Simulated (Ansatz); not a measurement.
## A computed series for CdS: pressure series

Take CdS in the zinc blende structure (space group F-43m, No. 216) as the base.

```yaml
crystal:
  lattice:
    - [0.00000, 2.93887, 2.93887]
    - [2.93887, 0.00000, 2.93887]
    - [2.93887, 2.93887, 0.00000]
  atoms:
    - { symbol: S, position: [0.25000, 0.25000, 0.25000] }
    - { symbol: Cd, position: [0.00000, 0.00000, 0.00000] }
```

Cell and atoms are relaxed at each pressure.

All numbers come from r2SCAN, PAW, 500 eV (Ansatz, a program for electronic structure; scalar-relativistic without spin-orbit coupling).

Candidates:
(a) pressure 75 GPa
(b) pressure 15 GPa
(c) pressure −2 GPa
(d) pressure 100 GPa

For the base:

- Band gap: 1.54 eV

### Question
Order them by band gap, highest first.

### Answer
(d) pressure 100 GPa (2.32 eV), (a) pressure 75 GPa (2.29 eV), (b) pressure 15 GPa (1.90 eV), (c) pressure −2 GPa (1.46 eV)

Load acts through the strain it causes; cell and atoms are relaxed under it. Whether these cells are dynamically stable was not tested. Tetrahedral semiconductors of this kind turn to denser phases somewhere between about 1 and 50 GPa; those were not computed, so compressed cells here can lie past the real transition.
